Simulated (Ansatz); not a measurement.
An Ansatz (an electronic-structure program) input (Ansatz r2SCAN, without spin-orbit coupling):

Ansatz 0.2 input:
```yaml
crystal:
  lattice:
    - [3.2596865845, -0.0277073359, 0]
    - [-1.6538385491, 2.8368250585, 0]
    - [0, 0, 6.9403273274]
  atoms:
    - { symbol: B, position: [0, 0.5, 0.3331031051] }
    - { symbol: B, position: [0.5, 0.5, 0.6664543213] }
    - { symbol: B, position: [0.5, 0, 0.000442763] }
    - { symbol: P, position: [0, 0.5, 0.8332519868] }
    - { symbol: P, position: [0.5, 0.5, 0.1665821231] }
    - { symbol: P, position: [0.5, 0, 0.5001657007] }
basis: { ecutwfc: 500, ecutrho_ratio: 4, xc_grid: 4, fft_grid_basis: typed }
kpoints: { mp_grid: { grid: [12, 12, 5] } }
hamiltonian:
  xc: r2scan
  dispersion: none
  pseudopotentials: { kind: paw }
scf: { occupations: { method: fermi_dirac, width: 0.05 }, convergence: { dr2_threshold: 0.0000000006 } }
output: { forces: true, stress: true }
checkpoint: { write: state.ck, write_every: 1000 }
```

Question: Which symmetry and how many k-points will the program report, and about how many plane waves at Γ?

Answer: Space group P2 (ITA 3) with 2 operations, k-points 222 of 720, and 1575 plane waves at Γ.

Question: And the final pressure?

Answer: 3.61 GPa (compression positive).

Single points use the geometry relaxed with PBEsol. The cells carry an imposed strain or load. Stability against distortions was not tested. The cell was made from BP (space group P6_422, No. 181; a hypothetical phase, not in the database extracts checked) by this change: tensor shear ε_xy = −0.85 %.
